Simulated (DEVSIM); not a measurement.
Structure: Ge p-n junction from an implanted or diffused profile, at 300 K.

```csv
layer (left to right),material,thickness (μm),Nd (cm⁻³),τn (s),τp (s)
1,Ge,100,1.3e16,0.00099,0.00099
```

Added acceptor profile: 8.6e17 cm⁻³ × exp(−(x − 0.094 μm)²/(2·(0.25 μm)²)). Left contact: ohmic. Right contact: ohmic. Voltage is applied to the left contact. Recombination: SRH at mid-gap, radiative. Mobility is μmin + (μ − μmin)/(1 + (N/Nref)^α).

The device is made up for the run: typed textbook-type constants, with dimensions and the other settings drawn at random. Values at 300 K.

| parameter | Ge |
|---|---|
| gap (eV) | 0.664 |
| affinity (eV) | 4 |
| permittivity | 16 |
| Nc (cm⁻³) | 1.04e19 |
| Nv (cm⁻³) | 6e18 |
| μn (cm²/Vs) | 3900 |
| μp (cm²/Vs) | 1900 |
| μn,min | 150 |
| μp,min | 100 |
| Nref,n | 2.6e17 |
| Nref,p | 4e17 |
| αn | 0.56 |
| αp | 0.6 |
| B (cm³/s) | 6.4e-14 |

DEVSIM, 1D drift-diffusion, Boltzmann statistics, complete ionisation; no tunnelling, impact ionisation, image-force lowering or self-heating.

Problem. Tabulate band edges, carrier densities and field at 0.65 V on the left contact.

Solution. Energies count from the Fermi level of the right contact; mesh points crowd at the junctions.

| x (μm) | Ec (eV) | Ev (eV) | n (cm⁻³) | p (cm⁻³) | field (V/cm) |
|---|---|---|---|---|---|
| 0.000 | -0.038 | -0.702 | 5.5e8 | 7.9e17 | 380 |
| 0.02718 | -0.038 | -0.702 | 2.4e14 | 8.2e17 | 290 |
| 0.07120 | -0.037 | -0.701 | 6.2e14 | 8.4e17 | 100 |
| 0.1363 | -0.037 | -0.701 | 1.2e15 | 8.4e17 | -170 |
| 0.2844 | -0.044 | -0.708 | 3.2e15 | 6.3e17 | -790 |
| 0.4632 | -0.065 | -0.729 | 9.1e15 | 2.8e17 | -1500 |
| 0.6790 | -0.098 | -0.762 | 3.5e16 | 7.9e16 | -1200 |
| 0.9740 | -0.110 | -0.774 | 5.9e16 | 4.8e16 | -44 |
| 1.194 | -0.110 | -0.774 | 6.0e16 | 4.7e16 | 15 |
| 1.525 | -0.110 | -0.774 | 6.0e16 | 4.7e16 | 18 |
| 2.336 | -0.108 | -0.772 | 6.0e16 | 4.7e16 | 18 |
| 5.703 | -0.102 | -0.766 | 5.9e16 | 4.6e16 | 18 |
| 12.78 | -0.089 | -0.753 | 5.7e16 | 4.4e16 | 18 |
| 30.49 | -0.055 | -0.719 | 5.3e16 | 4.0e16 | 20 |
| 75.02 | 0.051 | -0.613 | 3.7e16 | 2.4e16 | 30 |
| 89.84 | 0.105 | -0.559 | 2.8e16 | 1.5e16 | 44 |
| 96.04 | 0.137 | -0.527 | 2.1e16 | 7.9e15 | 65 |
| 98.40 | 0.155 | -0.509 | 1.7e16 | 4.0e15 | 89 |
| 99.55 | 0.167 | -0.497 | 1.4e16 | 1.4e15 | 120 |
| 99.83 | 0.170 | -0.494 | 1.4e16 | 5.5e14 | 130 |
| 99.94 | 0.172 | -0.492 | 1.3e16 | 1.8e14 | 140 |
| 100.0 | 0.173 | -0.491 | 1.3e16 | 3.4e10 | 140 |
